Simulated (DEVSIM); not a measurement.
System: W/HfO2/p-In0.53Ga0.47As capacitor, at 250 K.

Layer 1 from the left is HfO2, thickness (nm) 2.60. Layer 2 from the left is In0.53Ga0.47As, thickness (nm) 4800, Na (cm⁻³) 1.4e16.

Metal gate on the left, work function 4.6 eV. Fixed charge at the semiconductor interface 0 cm⁻² (in units of +e); no interface traps.

This is a model device: material constants are rounded textbook-type values typed into the input, and sizes, dopings and lifetimes were drawn at random. Values at 300 K; Nc and Nv go as T^1.5, mobilities as T to minus their exponent, the gap by Varshni's rule with the affinity fixed.

HfO2: gap (eV) 5.7, affinity (eV) 2.5, permittivity 22. In0.53Ga0.47As: gap (eV) 0.74, affinity (eV) 4.51, permittivity 13.9, Nc (cm⁻³) 2.1e17, Nv (cm⁻³) 7.7e18, Varshni α (eV/K) 0.00035, Varshni β (K) 190.

**Question.** Estimate by hand the flat-band voltage, the threshold voltage, and compare with a numerical solution.

**Answer.** 
- Flat-band voltage: C = 7.49 μF/cm², work-function difference -0.535 V; VFB = φms − qNf/C = -0.53 V; numerical -0.53 V.
- Threshold voltage: φF = 0.286 V, depletion charge √(4εqNφF) = 5.62e-8 C/cm²; VT = VFB + 2φF + Qd/C = 0.05 V; numerical 0.05 V.

Simulated with DEVSIM: 1D Poisson equation in equilibrium, Boltzmann statistics, complete ionisation; no quantum confinement or tunnelling. Metal contacts follow the ideal Schottky-Mott rule: no Fermi-level pinning, no interface dipoles.
